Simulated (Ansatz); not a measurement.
# Effect of holes 1.5×10^21 cm⁻³ on AlN

Base system: AlN in the wurtzite structure (space group P6_3mc, No. 186; a = 3.114 Å, c = 4.983 Å).

Perturbation: 0.0628 holes added to each cell, a density of 1.5×10^21 cm⁻³, with a uniform compensating background at fixed cell and a 300 K Fermi–Dirac width.

All numbers come from Ansatz (an electronic-structure program) PBEsol, no spin-orbit coupling, earlier PAW set. Settings: 22×22×12 k-points, 0.0259 eV Fermi–Dirac smearing.

```json
[
 {"quantity": "gap between the host's bands", "base": "4.10 eV", "changed": "4.13 eV", "shift": "+0.03 eV"},
 {"quantity": "gap character", "base": "direct at Γ", "changed": "direct at Γ", "shift": "–"},
 {"quantity": "Fermi level relative to the doped band's edge (positive inside the band; to 0.05 eV)", "base": "–", "changed": "+0.20 eV", "shift": "–"}
]
```

Carriers are added with a uniform compensating background; total energy and stress of such cells depend on the potential's zero and are not compared; many-body gap narrowing is missing at this level. Stability against distortions was not tested.
